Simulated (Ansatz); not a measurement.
KCl, pressure series

Start from KCl in the rock salt structure (space group Fm-3m, No. 225; a = 6.381 Å).

Cell and atoms are relaxed at each pressure.

Method: Kohn–Sham DFT with the PBE functional, run in Ansatz (a first-principles code) with PAW and 420 eV plane waves, spin-orbit coupling left out.

Candidates:
(a) pressure 3 GPa
(b) pressure 0.7 GPa
(c) pressure 5 GPa
(d) pressure 0.3 GPa

Base values:

* **Band gap**: 5.05 eV

### Question
Order them by band gap, highest first.

### Answer
(c) pressure 5 GPa (5.76 eV), (a) pressure 3 GPa (5.52 eV), (b) pressure 0.7 GPa (5.18 eV), (d) pressure 0.3 GPa (5.11 eV)

Load acts through the strain it causes; cell and atoms are relaxed under it. Stability against distortions was not tested. Competing high-pressure phases were not computed.
